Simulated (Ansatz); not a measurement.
# A computed series for TiO2: response to strain

Take TiO$_{2}$ in the rutile structure (space group P4_2/mnm, No. 136; a = 4.6434 Å, c = 2.9638 Å) as the base.

Strains are applied to the cell and any free atomic positions relax.

The values are results of PBE (Ansatz, a quantum-chemistry and plane-wave program; PAW; 420 eV plane waves; spin-orbit coupling left out), not measurements.

Notes on the quantities. pressure: mean of the normal stresses, compression positive.

| change | band gap | shortest interatomic distance | pressure |
|---|---|---|---|
| base | 1.86 eV | 1.958 Å | 0.00 GPa |
| isotropic strain −3.00 % | 1.96 eV | 1.912 Å | 24.08 GPa |
| isotropic strain −2.40 % | 1.93 eV | 1.922 Å | 18.42 GPa |
| isotropic strain −1.80 % | 1.91 eV | 1.931 Å | 13.21 GPa |
| isotropic strain −1.20 % | ? | 1.940 Å | ? |
| isotropic strain −0.60 % | 1.88 eV | 1.949 Å | 4.02 GPa |

**Question.** Fill in the withheld entries from the trend.

**Answer.** 
- isotropic strain −1.20 %, band gap: 1.89 eV
- isotropic strain −1.20 %, pressure: 8.42 GPa

Whether these cells are dynamically stable was not tested. All final runs are without spin polarisation.
